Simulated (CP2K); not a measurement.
A user runs CP2K on CdGeAs₂ (I-42d, 8 atoms in the cell) and asks whether the run is sound. The aim is a self-consistent single point with DFT PBE, GPW, DZVP-MOLOPT-SR-GTH basis, GTH-PBE potentials (GTH_POTENTIALS).

Cell that was meant: a = 7.1736 Å, b = 7.1736 Å, c = 7.1736 Å, α = 129.96°, β = 129.96°, γ = 73.46°.

Part of the input:

```
      EPS_DEFAULT 1E-11
    &END QS
    &MGRID
      CUTOFF 80
      REL_CUTOFF 40
      NGRIDS 5
    &END MGRID
```

Output (repeated stretches shortened):

```
 GLOBAL| Method name                                                        CP2K
   [... lines left out ...]
                        No outer SCF

 Extrapolation method: initial_guess

 Number of electrons:                                                         52
 Number of occupied orbitals:                                                 26
 Number of molecular orbitals:                                                35

 Number of orbital functions:                                                128
 Number of independent orbital functions:                                    128
 SCF WAVEFUNCTION OPTIMIZATION

  Step     Update method      Time    Convergence         Total energy    Change
     1 NoMix/Diag. 0.20E+00      -     1.42883018      -125.4976840916 -1.25E+02
     2 Broy./Diag. 0.20E+00      -     0.01392216      -125.6272987815 -1.30E-01
     3 Broy./Diag. 0.20E+00      -     0.08700063      -125.2210158648  4.06E-01
     4 Broy./Diag. 0.20E+00      -     0.00352071      -125.1355194288  8.55E-02
     5 Broy./Diag. 0.20E+00      -     0.00815655      -125.2322795466 -9.68E-02
     6 Broy./Diag. 0.20E+00      -     0.00161447      -125.2708189183 -3.85E-02
   [... 6 lines left out ...]
    13 Broy./Diag. 0.20E+00      -     0.00002313      -125.2832636202  4.55E-04
    14 Broy./Diag. 0.20E+00      -     0.00000177      -125.2831450675  1.19E-04
    15 Broy./Diag. 0.20E+00      -     0.00000372      -125.2831159214  2.91E-05
    16 Broy./Diag. 0.20E+00      -     0.00000085      -125.2831103732  5.55E-06
  *** SCF run converged in    16 steps ***

  Overlap energy of the core charge distribution:               0.00000001488807
  Self energy of the core charge distribution:               -218.68081778469926
  Core Hamiltonian energy:                                     64.13611807876042
  Hartree energy:                                              51.14783003444263
  Exchange-correlation energy:                                -21.88579945081950
  Electronic entropic energy:                                  -0.00044126657668
  Fermi energy:                                                 0.13929861031748

  Total energy:                                              -125.28311037317454
  Total energy (extrapolated to T->0):                       -125.28288973988620

   [... lines left out ...]
 STRESS|                        x                   y                   z
 STRESS|      x        1.39320207747E+04   4.55092253157E+03  -3.03023785166E+03
 STRESS|      y        4.55092253157E+03   1.12297009866E+04  -2.26127542979E+03
 STRESS|      z       -3.03023785166E+03  -2.26127542979E+03   4.39042849671E+03
 STRESS| 1/3 Trace                                             9.85071675266E+03
```

Q: Is this run sound? If not, what is wrong?

A: The run is not sound. The fault is a basis or grid far too coarse for these potentials. The error of an incomplete plane-wave basis or grid does not cancel at such settings. To fix it, restore the cutoff that the potentials need and check convergence. The run converged in 16 iterations without an error; against the sound input the free energy goes down by 39.6 meV/atom, the pressure goes from 0.35 to 0.99 GPa and the largest force goes from 0.120 to 0.105 eV/Å.

An input that runs soundly differs in these lines (not the only fix; some lines may just follow from the change or write a value another way):
```diff
-      CUTOFF 80
+      CUTOFF 500
```

With that input, the run converged in 16 iterations: free energy E − TS -3408.8092 eV; Fermi level (on the code's own zero) 3.79 eV; pressure 0.35 GPa; largest force (vector length) 0.120 eV/Å (DFT PBE, GPW, DZVP-MOLOPT-SR-GTH basis, GTH-PBE potentials (GTH_POTENTIALS)).

On the sound input: the starting cell comes from a database of computed structures (which also holds hypothetical and non-ambient phases and stackings), without a prior relaxation at this level. Its lattice was rescaled by a random factor within 2.5 % of one. Values carry the incompleteness of an atom-centred basis. The run gives no clean gap (levels at the Fermi energy touch, overlap or are partly filled at this smearing), which alone does not show that the compound is a metal.
